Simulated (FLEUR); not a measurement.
Equation of state of zinc-blende ZnS (space group 216): energy against volume (FLEUR, LDA)

```xyz
2
Lattice="0.0000 2.5998 2.5998 2.5998 0.0000 2.5998 2.5998 2.5998 0.0000" Properties=species:S:1:pos:R:3 pbc="T T T"
Zn     0.0000     0.0000     0.0000
S      3.8997     3.8997     3.8997
```

Computed with LDA (Vosko-Wilk-Nusair), all-electron FLAPW (FLEUR), scalar-relativistic valence (FLEUR). Settings: Kmax = 4.79 1/bohr; GmaxXC = 19.2 1/bohr; xcFunctional = vwn; jspins = 1; l_soc = F; mode = hist; fermiSmearingEnergy = 0.00036749 Htr; mesh (inpgen div1-3) = 11 11 11; inpgen gamma flag = false; Gmax = 19.2 1/bohr; numbands = 0; maxIterBroyd = 25; imix = Anderson; alpha = 0.05; precondParam = 0; minDistance = 1e-05 me/bohr^3. The cell above is the first row's. The rows scale it uniformly. In all rows fractional positions and the k mesh are held. E is the free energy at the stated smearing, counted from the lowest row.

| V (Å^3/atom) | E (meV/atom) |
|---|---|
| 17.572 | 17.23 |
| 17.954 | 6.49 |
| 18.336 | 0.93 |
| 18.718 | 0.00 |
| 19.100 | 3.20 |
| 19.482 | 10.08 |
| 19.864 | 20.26 |
| 20.246 | 33.38 |
| 20.628 | ? |

The 8 complete rows are fitted with the third-order Birch-Murnaghan form, a cubic in V^(-2/3), E against V. With u = V^(-2/3) - 0.141, the rows have u = 0.006951, 0.004845, 0.002813, 0.000849, -0.001048, -0.002884, -0.004660, -0.006381. Least squares gives E = 0.936 - 1575.30·u + 556619·u² + 1044344·u³. Residuals (row less fit): -0.001, 0.001, -0.002, 0.000, 0.003, -0.004, 0.001, -0.001; standard error 0.003 (degrees of freedom: 4). Its minimum lies at u = 0.001409, so V0 = (0.142409)^(-3/2) = 18.61. There d²E/du² = 1122000 and d³E/du³ = 6266000, so B0 = (4/9) × 18.61^(-7/3) × 1122000 × 0.160218 = 87.1 GPa (the last factor turns the table's units into GPa), and B0' = 4 + (2/3) × 0.142409 × (6266000)/1122000 = 4.5.

**Question.** Estimate the missing E (V = 20.628); what did the run itself give?

**Answer.** u = -0.008048, so E = 0.936 - 1575.30 × (-0.008048) + 556619 × (-0.008048)² + 1044344 × (-0.008048)³ = 49.122 meV/atom. The calculation gives 49.13 meV/atom, 0.008 meV/atom above the prediction (under 0.05 % of the range of E in the table). The row lies outside the fitted rows, so this is an extrapolation. From the scatter of the fitted rows alone, a prediction at this place has a standard error of 0.007 meV/atom, so the miss is 1.1 times that.

Carrying the step between the two nearest rows on in a straight line would have given 46.50, off by 2.63; series whose last step already gives the withheld value aren't shown. The scan was laid around a cell of about the measured size, scaled by a guess for this functional. The runs keep the symmetry of the cell, so they don't test it for distortions. Values depend on the basis (sphere radii, cutoffs, local orbitals), which need not be converged. Cutoffs and mesh are single choices, not tested for convergence of this quantity. Series with a scatter that would blur these digits, or in which a gap closes, are not shown. Nor are scans whose minimum lies at an end fitted in this form.
